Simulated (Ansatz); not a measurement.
**Band edges of rocksalt MgSe (Fm-3m) under biaxial stress in the (001) plane**

Cell and atoms are relaxed with PBEsol to each stress (compression positive); bands and masses by PBEsol with spin-orbit coupling, rigid bands (plane waves, PAW; Ansatz, a quantum-chemistry and plane-wave program). Strains are changes of length against the unloaded cell.

```cif
data_MgSe
_chemical_formula_sum 'Mg1 Se1'
_space_group_name_H-M_alt 'P 1'
_space_group_IT_number 1
_cell_length_a 3.85357
_cell_length_b 3.85357
_cell_length_c 3.85357
_cell_angle_alpha 60.000
_cell_angle_beta 60.000
_cell_angle_gamma 60.000
loop_
_space_group_symop_operation_xyz
  'x, y, z'
loop_
_atom_site_label
_atom_site_type_symbol
_atom_site_fract_x
_atom_site_fract_y
_atom_site_fract_z
_atom_site_occupancy
Mg1 Mg 0.00000 0.00000 0.00000 1
Se1 Se 0.50000 0.50000 0.50000 1
```

```
stress (GPa)  strain [001] (%)  strain [100] (%)  gap (eV)  mₑ* [001]  mₑ* [100]  mₕ* [001]  mₕ* [100]
------------  ----------------  ----------------  --------  ---------  ---------  ---------  ---------
-2.00                    -0.81              1.55     1.500       0.45       0.26       1.11       0.83
-1.00                    -0.38              0.73     1.569       0.39       0.26       1.03       0.95
0                            0                 0     1.636       0.29       0.29       0.95       0.95
1.00                      0.36             -0.67     1.619       0.26       0.32       0.88       0.97
2.00                      0.70             -1.29     1.602       0.25       0.33       0.68       0.97
```

[001] is the normal of the loaded plane; [010] strains as [100]. Masses are conductivity masses at 300 K in electron masses.

**Question.** From the two loads next to zero, find the biaxial modulus and the ratio of out-of-plane to in-plane strain.

**Answer.** Between -1.00 and 1.00 GPa the strain along [100] changes by -1.40 % and that along [001] by 0.74 %. The modulus is 2.00/0.0140 = 143 GPa and the ratio of the strains 0.53 (PBEsol, atoms relaxed). For a cubic (001) plane the ratio is 2C₁₂/C₁₁ and the modulus C₁₁ + C₁₂ − 2C₁₂²/C₁₁, which gives C₁₁ ≈ 127 GPa and C₁₂ ≈ 34 GPa.

**Question.** Is the response still linear at the largest tension?

**Answer.** The modulus predicts 1.40 % at -2.00 GPa; the table has 1.55 %, so the crystal is softer there.

**Question.** How fast does the gap move on either side of zero load?

**Answer.** Under tension, (1.569 − 1.636) eV over -1.00 GPa = 67 meV/GPa, or about -9.2 eV per unit strain; under compression, (1.602 − 1.636) eV over 2.00 GPa = -17 meV/GPa, or about 2.6 eV per unit strain. The two slopes part by 84 meV/GPa; gaps are resolved to about 0.01 eV, which allows 15 meV/GPa, so they differ, even in sign: the gap has a turning point near zero load.

Masses are those of dilute carriers in rigid bands with one relaxation time, without polarons. Third decimals of gaps are kept for the arithmetic. Every relaxation keeps the rocksalt phase (space group I4/mmm under this load), so a transition, a distortion that breaks the symmetry or fracture can't show.
